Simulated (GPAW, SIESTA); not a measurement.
A GPAW input for a self-consistent single point of AlN (F-43m, 2 atoms in the cell) (DFT PBE, plane waves, GPAW PAW datasets PBE (gpaw-data 1.0.1)):

```python
from ase import Atoms
from ase.units import GPa
from gpaw import GPAW, PW, FermiDirac

atoms = Atoms(['Al', 'N'],
              cell=[[0.000000, 2.149947, 2.149947],
                    [2.149947, 0.000000, 2.149947],
                    [2.149947, 2.149947, 0.000000]],
              scaled_positions=[[0.000000, 0.000000, 0.000000],
                                [0.750000, 0.750000, 0.750000]],
              pbc=True)

calc = GPAW(mode=PW(950),
            xc='PBE',
            kpts=(9, 9, 9),
            occupations=FermiDirac(0.05),
            nbands=-8,
            convergence={'density': 1e-05, 'bands': -6},
            symmetry={'symmorphic': False, 'tolerance': 0.0005},
            maxiter=150,
            txt='-')

atoms.calc = calc

energy = atoms.get_potential_energy()
print('Energy (eV):', round(energy, 6))
forces = atoms.get_forces()
print('Forces (eV/Ang):')
print(forces.round(5))
stress = atoms.get_stress()
print('Stress (GPa, Voigt):', (stress / GPa).round(4))
```

**Question.** Write the same calculation as an input for SIESTA.

**Answer.** One input that does it (others would too):

```
# files in the folder: Al.psml N.psml (PseudoDojo PBE standard)
SystemName  AlN
SystemLabel siesta

NumberOfAtoms                2
NumberOfSpecies              2
%block ChemicalSpeciesLabel
  1 13 Al
  2 7 N
%endblock ChemicalSpeciesLabel
LatticeConstant              1.0 Ang
%block LatticeVectors
     0.000000000    2.149947000    2.149947000
     2.149947000    0.000000000    2.149947000
     2.149947000    2.149947000    0.000000000
%endblock LatticeVectors
AtomicCoordinatesFormat      ScaledCartesian
%block AtomicCoordinatesAndAtomicSpecies
     0.000000000    0.000000000    0.000000000  1
     3.224920500    3.224920500    3.224920500  2
%endblock AtomicCoordinatesAndAtomicSpecies

XC.functional                GGA
XC.authors                   PBE
PAO.BasisSize                DZP
PAO.EnergyShift              0.01 Ry
MeshCutoff                   350 Ry
%block kgrid.MonkhorstPack
    9   0   0  0.0
    0   9   0  0.0
    0   0   9  0.0
%endblock kgrid.MonkhorstPack
OccupationFunction           FD
ElectronicTemperature        50.0 meV

MaxSCFIterations             150
SCF.Mixer.Method             Pulay
SCF.Mixer.Weight             0.1
SCF.Mixer.History            6
SCF.DM.Tolerance             1.0E-05
Diag.ParallelOverK           true
WriteForces                  true
Charge.Mulliken              end
```

Basis, cutoffs, solver keys and any potentials are the target program's own. This input uses DFT, GGA PBE, numerical atomic orbitals DZP, PseudoDojo PBE standard norm-conserving potentials (rewritten from UPF to PSML). Both were run: gap on the mesh 3.523 eV in GPAW and 3.519 in SIESTA.

On SIESTA: the starting cell comes from a database of computed structures (which also holds hypothetical and non-ambient phases and stackings), without a prior relaxation at this level. Its lattice was rescaled by a random factor within 2.5 % of one. For this run, on top of that: lattice scaled by 0.98. Values carry the incompleteness of an atom-centred basis. With a pressure of about 18 GPa the cell is away from its equilibrium volume at this level.

On GPAW: the starting cell comes from a database of computed structures (which also holds hypothetical and non-ambient phases and stackings), without a prior relaxation at this level. Its lattice was rescaled by a random factor within 2.5 % of one. For this run, on top of that: lattice scaled by 0.98.
